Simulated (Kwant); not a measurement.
Model system: quantum point contact (saddle potential) in a In0.53Ga0.47As two-dimensional gas. Effective mass 0.041 mₑ, grid spacing 10 nm, hard walls, nominal width 300 nm (29 grid rows, so walls 300 nm apart), one parabolic valley, scattering region 900 nm long along x; energies count from the band bottom; Fermi energy 0.00156 eV. Potential (V0 + ½k y²) cos²(πx/L) for |x| < L/2, with V0 swept from 0.001638 to 0 eV, k = 5.1e-07 eV/nm², L = 480 nm.

The device is made up for the run: typed textbook-type constants, with dimensions and the other settings drawn at random.

Model: effective-mass tight-binding model on a square grid, one spin, coherent transport at 0 K (Kwant). Conductance is in e²/h.

Sweep values stay those of the base run.

The effective mass was swept, all else fixed.

```json
[
 {"effective mass (mₑ)": "0.025", "G (e²/h) at V0 = 0.8309 meV": "0.78", "G (e²/h) at V0 = 0.4273 meV": "1.00", "mean G (e²/h) over the sweep": "0.58", "G (e²/h) at V0 = 1.234 meV": "0.052"},
 {"effective mass (mₑ)": "0.033", "G (e²/h) at V0 = 0.8309 meV": "0.93", "G (e²/h) at V0 = 0.4273 meV": "1.00", "mean G (e²/h) over the sweep": "0.64", "G (e²/h) at V0 = 1.234 meV": "0.079"},
 {"effective mass (mₑ)": "0.041", "G (e²/h) at V0 = 0.8309 meV": "0.98", "G (e²/h) at V0 = 0.4273 meV": "1.01", "mean G (e²/h) over the sweep": "?", "G (e²/h) at V0 = 1.234 meV": "?"},
 {"effective mass (mₑ)": "0.053", "G (e²/h) at V0 = 0.8309 meV": "0.99", "G (e²/h) at V0 = 0.4273 meV": "1.08", "mean G (e²/h) over the sweep": "0.88", "G (e²/h) at V0 = 1.234 meV": "0.19"}
]
```

### Question
Fill in the missing entries.

### Answer

- 0.041, mean G (e²/h) over the sweep: 0.74
- 0.041, G (e²/h) at V0 = 1.234 meV: 0.11
